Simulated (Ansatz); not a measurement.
Given:

```xyz
2
Lattice="4.0608 0.0000 0.0000 2.0304 3.5168 0.0000 2.0304 -1.1723 3.1994" Properties=species:S:1:pos:R:3 pbc="T T T"
Ga     0.0000     0.0000    -0.0153
As     4.0608     0.0000     2.4148
```

No spin polarisation.

All numbers come from LDA in Ansatz (plane waves to 420 eV, PAW, no spin-orbit coupling). Γ-centred 10×10×10 mesh, Fermi–Dirac width 0.05 eV.

Q: What is the computed pressure (mean of the normal stresses, compression positive)?

A: -2.55 GPa.

Q: Predict the band gap.

A: 0.13 eV.

Q: Predict the smallest direct gap.

A: 0.18 eV.

The cells carry an imposed strain or load. Stability against distortions was not tested. The cell was made from GaAs in the zinc blende structure (space group F-43m, No. 216) by this change: biaxial strain +2.50 %, plane normal [111], relaxed out of plane. A zero or small gap of GaAs under biaxial strain +2.50 %, plane normal [111], relaxed out of plane can be the functional's error rather than a property of the material.

Ansatz is a first-principles code.
